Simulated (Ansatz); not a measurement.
# How a calculation on Ca (P6_3/mmc, 2 atoms in the cell) responds to its settings

```cif
data_Ca2
_chemical_formula_sum 'Ca2'
_space_group_name_H-M_alt 'P 1'
_space_group_IT_number 1
_cell_length_a 3.98000
_cell_length_b 3.98000
_cell_length_c 6.52000
_cell_angle_alpha 90.000
_cell_angle_beta 90.000
_cell_angle_gamma 120.000
loop_
_space_group_symop_operation_xyz
  'x, y, z'
loop_
_atom_site_label
_atom_site_type_symbol
_atom_site_fract_x
_atom_site_fract_y
_atom_site_fract_z
_atom_site_occupancy
Ca1 Ca 0.33333 0.66667 0.25000 1
Ca2 Ca 0.66667 0.33333 0.75000 1
```

Base run A: r2SCAN, default PAW files made with PBE in Ansatz (a quantum-chemistry and plane-wave program), self-consistent single point.

Its settings: basis.ecutwfc = 500 eV; kpoints.mp_grid.grid = 13 13 7; hamiltonian.xc = r2scan; hamiltonian.pseudopotentials = {kind: paw} (the program's default PAW files); scf.occupations.method = methfessel_paxton; scf.occupations.width = 0.05 eV.

The starting cell comes from a database of published, mostly measured structures (it also holds non-ambient and calculated ones), without a prior relaxation at this level. Ansatz's pressure includes its estimate of the finite-basis (Pulay) stress.

ΔF is the free energy per atom less that of run A. 

| run | scf.occupations.width | ΔF (meV/atom) | pressure (GPa) | TS (meV/atom) |
|---|---|---|---|---|
| A | 0.05 eV | 0.00 | -0.52 | -0.4 |
| B | 0.002 eV | -0.08 | -0.51 | 0.0 |
| C | 0.01 eV | -0.08 | -0.51 | 0.0 |
| D | 0.025 eV | -0.11 | -0.51 | 0.0 |
| E | 0.1 eV | 0.03 | -0.52 | 0.6 |
| F | 0.15 eV | -0.30 | -0.51 | 0.9 |
| G | 0.2 eV | -0.47 | -0.50 | 0.2 |
| H | 0.3 eV | -0.04 | -0.48 | -2.7 |
| I | 0.5 eV | 1.49 | -0.47 | -0.5 |
| J | 0.8 eV | -2.4 | -0.50 | 19.2 |

Run J against A: The free energy drops by 2.4 meV/atom and the pressure hardly changes (-0.52 to -0.50 GPa).

Run I against A: The free energy goes up by 1.5 meV/atom and the pressure hardly changes (-0.52 to -0.47 GPa).

Run C against A: The free energy stays essentially unchanged (within 1 meV/atom) and the pressure hardly changes (-0.52 to -0.51 GPa).

Keys are those of Ansatz 0.2.
